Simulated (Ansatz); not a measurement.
By LDA and PBEsol, the system below comes out a metal.

Given:

```xyz
1
Lattice="2.6912 0.0000 0.0000 0.0000 2.6912 0.0000 1.3456 -1.3456 1.9030" Properties=species:S:1:pos:R:3 pbc="T T T"
Rh     0.0000     0.0000     0.0000
```

Space group of this cell: Fm-3m, fcc (Cu type). The cell is taken as given; by PBEsol its mean pressure is -5.7 GPa.

The current runs along the normal of the first two printed vectors, the (001) plane. All runs by Ansatz (a quantum-chemistry and plane-wave program), plane waves and PAW, without spin-orbit coupling; the base is PBEsol.

```csv
run,mean pressure (GPa),"G/A, both spins (10¹⁵ S/m²)"
base,-5.7,2.37
all lengths scaled by 0.98,13.1,2.42
all lengths scaled by 1.02,-19.2,2.30
lda in place of pbesol,-11.8,2.37
"lengths across the current scaled by 0.98, ions clamped",6.3,___
"lengths across the current scaled by 1.02, ions clamped",-15.1,___
"lengths along the current scaled by 0.97, ions clamped",3.2,2.38
"lengths along the current scaled by 1.03, ions clamped",-12.9,2.40
```

### Question
Complete the blanks.

### Answer

- lengths across the current scaled by 0.98, ions clamped, G/A, both spins (10¹⁵ S/m²): 2.41
- lengths across the current scaled by 1.02, ions clamped, G/A, both spins (10¹⁵ S/m²): 2.27
